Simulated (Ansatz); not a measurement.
## How far a parabola holds: energy against volume of CsCl-type CoAl

CsCl-type CoAl was calculated with PBE in Ansatz (plane waves, PAW). Numerical settings: plane-wave cutoff 520 eV, 20×20×20 k mesh, Fermi–Dirac smearing 0.05 eV, no spin polarisation, scalar-relativistic PAW data made under PBE. The cell has no free parameter but its volume, all volumes share cutoff and mesh, and the runs aren't spin-polarised. Energies are free energies at the run's smearing, counted from the lowest row; static lattice.

| V (Å³/atom) | E (meV/atom) |
|---|---|
| 10.903 | ? |
| 11.135 | 11.17 |
| 11.367 | 2.70 |
| 11.599 | 0.00 |
| 11.831 | 2.50 |
| 12.063 | 9.66 |

Question: Using a parabola, estimate the missing E at V = 10.903 from the other rows, showing the fit.

Answer: With u = V - 11.60, the rows have u = -0.46500, -0.23300, -0.00100, 0.23100, 0.46300. Least squares gives E = -0.004 - 1.291·u + 48.385·u². Residuals (row less fit): 0.112, -0.224, 0.003, 0.220, -0.111; standard error 0.248 (degrees of freedom: 2). The fitted curve has its minimum at V = 11.6, where E = -0.01. Its curvature is d²E/dV² = 2 × 48.385 meV/Å⁶, so B = V0·d²E/dV² × 0.1602 = 180 GPa. At the withheld row, u = -0.69700, so E = -0.004 - 1.291 × (-0.69700) + 48.385 × (-0.69700)² = 24.402 meV/atom. The calculation gives 26.06 meV/atom, 1.658 meV/atom above the prediction (6.4 % of the range of E in the table). The row lies outside the fitted rows, so this is an extrapolation. From the scatter of the fitted rows alone, a prediction at this place has a standard error of 0.587 meV/atom, so the miss is 2.8 times that.

The residuals are curvature that a parabola lacks, not noise. A solid that stiffens under compression and softens on expansion lies above the parabola at the compressed end and under it at the expanded end, as this row does. A third-order Birch-Murnaghan fit to the whole scan has B0 = 179 GPa. Only scans are tabulated whose curvature falls smoothly with volume, and where the parabola meets the shown rows within 5 % of their range and misses the end by 0.1 meV or more.

Measured, for comparison: bulk modulus 162 GPa (room temperature, not corrected to a static lattice; as tabulated in Yamada et al. (2019), arXiv:1910.09660). Computed less measured: bulk modulus +10 %.

Ansatz is a first-principles code.
